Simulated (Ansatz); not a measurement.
**Competing hops of Si-vacancy pair in fcc Ag, neutral cell**

Defect: Si-vacancy pair (Si on one host Ag site, one Ag site vacant) in fcc Ag, neutral cell. These are PBE, PAW (plane waves to 420 eV; Ansatz, a quantum-chemistry and plane-wave program) values and carry that method's errors.

32-site cell at the relaxed PBE lattice, a 2×2×2 k-point mesh shifted by half a step, smearing 0.10 eV, spin-restricted, no finite-size correction. Energies are static. Forms of the defect that were not tried may lie lower.

Barriers: single points on a 4×4×4 k-point mesh shifted by half a step at the bands' geometries.

| Route | Start site over the lowest site run (eV) | Hop (Å) | Forward barrier (eV) | Backward barrier (eV) | Neighbours at the start | Neighbours at the saddle | Saddle order | Forward, on the band's own sampling (eV) |
|---|---|---|---|---|---|---|---|---|
| direct exchange of Si with the vacancy (Si-vacancy distance between ideal sites 2.93 Å throughout) | 0.00 | 2.89 | 0.35 | 0.35 | 3 Ag at 2.82, Ag at 2.82, Ag at 2.87, 3 Ag at 2.93, 3 Ag at 2.94 Å | 4 Ag at 2.55, 2 Ag at 3.22, 2 Ag at 3.24 Å | not checked, on a symmetry element | 0.33 |

Paths come from CI-NEB runs.  A band can be held on a symmetry element, so unchecked saddle points there may be too high.

The whole set of runs took roughly 1.4 core-hours.
